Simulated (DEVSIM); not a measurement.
System: W/SiO2/n-InP capacitor, at 300 K.

```tsv
layer (left to right)	material	thickness (nm)	Nd (cm⁻³)
1	SiO2	9.50	-
2	InP	2900	4.7e16
```

Metal gate on the left, work function 4.6 eV. Fixed charge at the semiconductor interface 2.8e10 cm⁻² (in units of +e); interface traps 1e12 cm⁻² eV⁻¹, uniform in energy, neutral level at 0.3 of the gap above the valence band.

The device is made up for the run: typed textbook-type constants, with dimensions and the other settings drawn at random. Values at 300 K.

| parameter | SiO2 | InP |
|---|---|---|
| gap (eV) | 9 | 1.344 |
| affinity (eV) | 0.9 | 4.38 |
| permittivity | 3.9 | 12.5 |
| Nc (cm⁻³) | - | 5.7e17 |
| Nv (cm⁻³) | - | 1.1e19 |

Simulated with DEVSIM: 1D Poisson equation in equilibrium, Boltzmann statistics, complete ionisation; no quantum confinement or tunnelling. Metal contacts follow the ideal Schottky-Mott rule: no Fermi-level pinning, no interface dipoles.

Q: Tabulate band edges, carrier densities and field at -0.8 V on the gate.

A: Energies count from the Fermi level of the right contact; mesh points crowd at the junctions.

```json
[
 {"x (μm)": "0.000", "Ec (eV)": "4.500", "Ev (eV)": "-4.500", "n (cm⁻³)": "< 1e2", "p (cm⁻³)": "< 1e2", "field (V/cm)": "-250000"},
 {"x (μm)": "0.001235", "Ec (eV)": "4.469", "Ev (eV)": "-4.531", "n (cm⁻³)": "< 1e2", "p (cm⁻³)": "< 1e2", "field (V/cm)": "-250000"},
 {"x (μm)": "0.003451", "Ec (eV)": "4.414", "Ev (eV)": "-4.586", "n (cm⁻³)": "< 1e2", "p (cm⁻³)": "< 1e2", "field (V/cm)": "-250000"},
 {"x (μm)": "0.006639", "Ec (eV)": "4.334", "Ev (eV)": "-4.666", "n (cm⁻³)": "< 1e2", "p (cm⁻³)": "< 1e2", "field (V/cm)": "-250000"},
 {"x (μm)": "0.009047", "Ec (eV)": "4.274", "Ev (eV)": "-4.726", "n (cm⁻³)": "< 1e2", "p (cm⁻³)": "< 1e2", "field (V/cm)": "-250000"},
 {"x (μm)": "0.01008", "Ec (eV)": "0.777", "Ev (eV)": "-0.567", "n (cm⁻³)": "51000", "p (cm⁻³)": "3.2e9", "field (V/cm)": "-97000"},
 {"x (μm)": "0.01214", "Ec (eV)": "0.757", "Ev (eV)": "-0.587", "n (cm⁻³)": "110000", "p (cm⁻³)": "1.5e9", "field (V/cm)": "-95000"},
 {"x (μm)": "0.01920", "Ec (eV)": "0.691", "Ev (eV)": "-0.653", "n (cm⁻³)": "1400000", "p (cm⁻³)": "1.2e8", "field (V/cm)": "-90000"},
 {"x (μm)": "0.03200", "Ec (eV)": "0.581", "Ev (eV)": "-0.763", "n (cm⁻³)": "9.9e7", "p (cm⁻³)": "1700000", "field (V/cm)": "-82000"},
 {"x (μm)": "0.05992", "Ec (eV)": "0.379", "Ev (eV)": "-0.965", "n (cm⁻³)": "2.4e11", "p (cm⁻³)": "690", "field (V/cm)": "-63000"},
 {"x (μm)": "0.1246", "Ec (eV)": "0.115", "Ev (eV)": "-1.229", "n (cm⁻³)": "6.6e15", "p (cm⁻³)": "< 1e2", "field (V/cm)": "-20000"},
 {"x (μm)": "0.3407", "Ec (eV)": "0.065", "Ev (eV)": "-1.280", "n (cm⁻³)": "4.7e16", "p (cm⁻³)": "< 1e2", "field (V/cm)": "≈ 0"},
 {"x (μm)": "0.7327", "Ec (eV)": "0.065", "Ev (eV)": "-1.280", "n (cm⁻³)": "4.7e16", "p (cm⁻³)": "< 1e2", "field (V/cm)": "≈ 0"},
 {"x (μm)": "1.555", "Ec (eV)": "0.065", "Ev (eV)": "-1.280", "n (cm⁻³)": "4.7e16", "p (cm⁻³)": "< 1e2", "field (V/cm)": "≈ 0"},
 {"x (μm)": "2.436", "Ec (eV)": "0.065", "Ev (eV)": "-1.280", "n (cm⁻³)": "4.7e16", "p (cm⁻³)": "< 1e2", "field (V/cm)": "≈ 0"},
 {"x (μm)": "2.693", "Ec (eV)": "0.065", "Ev (eV)": "-1.280", "n (cm⁻³)": "4.7e16", "p (cm⁻³)": "< 1e2", "field (V/cm)": "≈ 0"},
 {"x (μm)": "2.811", "Ec (eV)": "0.065", "Ev (eV)": "-1.280", "n (cm⁻³)": "4.7e16", "p (cm⁻³)": "< 1e2", "field (V/cm)": "≈ 0"},
 {"x (μm)": "2.866", "Ec (eV)": "0.065", "Ev (eV)": "-1.280", "n (cm⁻³)": "4.7e16", "p (cm⁻³)": "< 1e2", "field (V/cm)": "≈ 0"},
 {"x (μm)": "2.895", "Ec (eV)": "0.065", "Ev (eV)": "-1.280", "n (cm⁻³)": "4.7e16", "p (cm⁻³)": "< 1e2", "field (V/cm)": "≈ 0"},
 {"x (μm)": "2.904", "Ec (eV)": "0.065", "Ev (eV)": "-1.280", "n (cm⁻³)": "4.7e16", "p (cm⁻³)": "< 1e2", "field (V/cm)": "≈ 0"},
 {"x (μm)": "2.907", "Ec (eV)": "0.065", "Ev (eV)": "-1.280", "n (cm⁻³)": "4.7e16", "p (cm⁻³)": "< 1e2", "field (V/cm)": "≈ 0"},
 {"x (μm)": "2.909", "Ec (eV)": "0.065", "Ev (eV)": "-1.280", "n (cm⁻³)": "4.7e16", "p (cm⁻³)": "< 1e2", "field (V/cm)": "≈ 0"}
]
```
